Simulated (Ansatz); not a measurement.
We consider CdZnS2 (P3m1, No. 156, 4 atoms in the cell; start mp-1215475), described by PBEsol (plane waves, PAW; Ansatz, an electronic-structure program).

Numerical settings: plane-wave cutoff 520 eV, 12×12×6 k mesh (along the axes of the cell as run), Fermi–Dirac smearing 0.01 eV, scalar-relativistic PAW data made under PBE.

Cell (relaxed at this level):

```cif
data_CdS2Zn
_chemical_formula_sum 'Zn1 Cd1 S2'
_space_group_name_H-M_alt 'P 1'
_space_group_IT_number 1
_cell_length_a 3.93366
_cell_length_b 3.93366
_cell_length_c 6.52452
_cell_angle_alpha 90.000
_cell_angle_beta 90.000
_cell_angle_gamma 120.000
loop_
_space_group_symop_operation_xyz
  'x, y, z'
loop_
_atom_site_label
_atom_site_type_symbol
_atom_site_fract_x
_atom_site_fract_y
_atom_site_fract_z
_atom_site_occupancy
Zn1 Zn 0.00000 0.00000 0.99933 1
Cd1 Cd 0.33333 0.66667 0.50698 1
S1 S 0.33333 0.66667 0.89172 1
S2 S 0.00000 0.00000 0.35397 1
```

Q: Predict the band gap.

A: 
- band gap: 1.33 eV

Spin–orbit coupling is not included.

Static lattice: no zero-point or thermal effects.

A start named mp-… is a Materials Project structure, which need not be a measured phase.
